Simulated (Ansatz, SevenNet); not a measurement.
**How well does each level of theory give the equilibrium lattice constant a of A15 Nb3Sn (cubic form, which distorts at low temperature)?**

Reference value: 5.289 Å (measured, temperature not stated, no zero-point or thermal correction; as tabulated in Priinits et al. (2024), arXiv:2406.00817).

```tsv
level (code)	value (Å)
SevenNet-0	5.332
SevenNet-l3i5	5.333
LDA (Ansatz)	…
PBE (Ansatz)	…
PBEsol (Ansatz)	5.259
PBEsol+SOC (Ansatz)	5.258
r²SCAN (Ansatz)	5.304
r²SCAN+SOC (Ansatz)	5.304
HSE06 (Ansatz)	5.283
```

**Question.** Fill in the missing entries.

**Answer.** 
- LDA (Ansatz, an electronic-structure program), value (Å): 5.221
- PBE (Ansatz), value (Å): 5.319

Differences against the reference: SevenNet-0 +0.81 %, SevenNet-l3i5 +0.83 %, LDA -1.29 %, PBE +0.57 %, PBEsol -0.57 %, PBEsol+SOC -0.59 %, r²SCAN +0.28 %, r²SCAN+SOC +0.28 %, HSE06 -0.11 %.

The reference's temperature isn't stated, so close values are not ranked against it.

The measured value isn't corrected to a static lattice, so vibrations enter the comparison. A static lattice is as a rule a little smaller than the measured one.  LDA, PBE, PBEsol, PBEsol+SOC, r²SCAN, r²SCAN+SOC, HSE06: symmetry holds this phase in the static calculation, where it need not be a minimum. HSE06: the run has no spin polarisation, so it can have missed a magnetic state. Cutoffs and k meshes differ between the levels. Ansatz's density-functional and Hartree–Fock values are scalar-relativistic unless marked +SOC, with PAW data made under PBE.

Machine-learned potentials (SevenNet-0, SevenNet-l3i5) are trained on DFT data: a solid inside that data is no test of them.

Differences are worked out from the printed values.
